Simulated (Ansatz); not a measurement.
Gap of a (4,4) ZnO nanotube at several levels, all on one geometry.

Levels: PBE (plane waves to 420 eV, PAW; Ansatz, a program for electronic structure); r2SCAN (plane waves to 500 eV, PAW; Ansatz); HSE06 (Ansatz). Unmarked values and the geometry are of the first. Mesh 1×1×10. No spin polarisation. Isolated but for its images some 11 Å away. A hypothetical model, rolled from the flat sheet. Symmetry and one short period hold its shape; lower forms weren't sought. HSE06 ran on a 1×1×6 mesh and at PBE's edge points.

```csv
level,gap (eV)
PBE,1.66
r2SCAN,[?]
HSE06,3.24
```

Q: What belongs in the gaps?

A: 
- r2SCAN, gap (eV): 2.02
